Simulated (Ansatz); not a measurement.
The reference is CoSi (space group P2_13, No. 198; a = 4.383 Å; non-magnetic). Axes: x, y, z lie along the cube axes.

The values are results of plane-wave PAW DFT at the r2SCAN level (Ansatz, a quantum-chemistry and plane-wave program, 500 eV), no spin-orbit coupling, earlier PAW set, not measurements.

Base values:

The pressure is 0.0 GPa. The shortest interatomic distance is 229.2 pm.

The change: uniaxial strain ε_zz = +2.59 %, all other strain components held at zero, atoms relaxed at fixed cell.

Q: What does the calculation give for the pressure after the change?

A: The pressure (mean of the normal stresses, compression positive) goes from zero to -5.7 GPa.

Q: What does the calculation give for the energy relative to the base after the change?

A: The energy goes up by 8.4 meV/atom.

Q: Predict the new shortest interatomic distance.

A: The shortest interatomic distance grows by 1.5 pm, from 229.2 pm to 230.7 pm.

Stability against distortions was not tested. Seeded moments were not kept for the base. All final runs are without spin polarisation.
